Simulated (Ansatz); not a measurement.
O on the 1x1 (111) surface of fcc Al, one in a 2x2 cell, energies for each (28.3 Å²). Energies are against ½ O2(g), without zero-point or thermal terms; each row is named by its start.

Method: PBE (plane waves to 420 eV, PAW; Ansatz, a program for electronic structure).

Set-up: 17 atoms, 7.0 Å thick at the start under the adsorbate (thin: gaps and levels are the slab's own); mesh 6x6x1; 0.1 eV smearing; dipole correction on; 8 atoms held, the rest relaxed; each run with such symmetry as its start has; spin-polarised, no spin-orbit, no U, no dispersion correction.

A negative adsorption energy means that the adsorbate is more stable on the surface than in its reference. Heights count from the host atoms within 0.3 Å of the top one.

| starting site | E_ads (eV) | height (Å) | nearest host atom (Å) | bonded to | Δ work function (eV) | lateral drift (Å) | moment (μB) |
|---|---|---|---|---|---|---|---|
| top Al | -1.38 | 1.58 | Al 1.68 | Al | 2.05 | 0.0 | 0.0 |
| hollow Al-Al-Al over Al at depth 2.3 Å | -3.87 | 0.81 | Al 1.87 | 3 Al | -0.06 | 0.0 | 0.0 |
| hollow Al-Al-Al over Al at depth 4.6 Å | -4.27 | 0.81 | Al 1.86 | 3 Al | -0.08 | 0.0 | 0.0 |
| bridge Al-Al (span 2.9 Å) | -4.27 | 0.82 | Al 1.86 | 3 Al | -0.07 | 0.8 | 0.0 |
